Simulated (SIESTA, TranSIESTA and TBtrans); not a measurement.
Run with TranSIESTA and TBtrans (open boundaries, self-consistent; PseudoDojo norm-conserving potentials, scalar-relativistic): Spin polarized, PAO.BasisSize DZP, PAO.EnergyShift 0.15 eV, XC.Authors PBE, Mesh.Cutoff 200 Ry, ElectronicTemperature 300 K, TS.Voltage 0.0 eV, TBT.Elecs.Eta 0.001 eV.

Device: Ru chain with one Pd atom in place of Ru. Leads: straight Ru chain, spacing 2.385 Å. Geometry: as built, not relaxed. Transport runs along z; the first 6 and the last 6 of the 21 atoms are the lead cells, repeated to infinity.

```xyz
21
Lattice="9.000 0.000 0.000 0.000 9.000 0.000 0.000 0.000 50.200" Properties=species:S:1:pos:R:3 pbc="F F T"
Ru     4.500     4.500     0.000
Ru     4.500     4.500     2.385
Ru     4.500     4.500     4.770
Ru     4.500     4.500     7.155
Ru     4.500     4.500     9.540
Ru     4.500     4.500    11.925
Ru     4.500     4.500    14.310
Ru     4.500     4.500    16.695
Ru     4.500     4.500    19.080
Ru     4.500     4.500    21.465
Pd     4.500     4.500    23.907
Ru     4.500     4.500    26.350
Ru     4.500     4.500    28.735
Ru     4.500     4.500    31.120
Ru     4.500     4.500    33.505
Ru     4.500     4.500    35.890
Ru     4.500     4.500    38.275
Ru     4.500     4.500    40.660
Ru     4.500     4.500    43.045
Ru     4.500     4.500    45.430
Ru     4.500     4.500    47.815
```
Starting moments (μB): atom 7 +1.5, atom 8 +1.5, atom 9 +1.5, atom 10 +1.5, atom 11 +0.7, atom 12 +1.5, atom 13 +1.5, atom 14 +1.5, atom 15 +1.5; lead atoms +1.5 (left) and +1.5 (right).

Task: Predict: conductance at 300 K (G0 = 2e²/h); mean T from −0.5 to 0.5 eV; spin polarisation of the conductance, (up − down)/(up + down).

Result: conductance at 300 K (G0 = 2e²/h): 2.46; mean T from −0.5 to 0.5 eV: 2.47; spin polarisation of the conductance, (up − down)/(up + down): -0.08. The magnetic order of the leads was set by the start, and no other order was tried; the separate lead runs end at 1.62 (left) and 1.62 (right) μB an atom. The straight chain is held at its spacing; free chains may zigzag or dimerise.
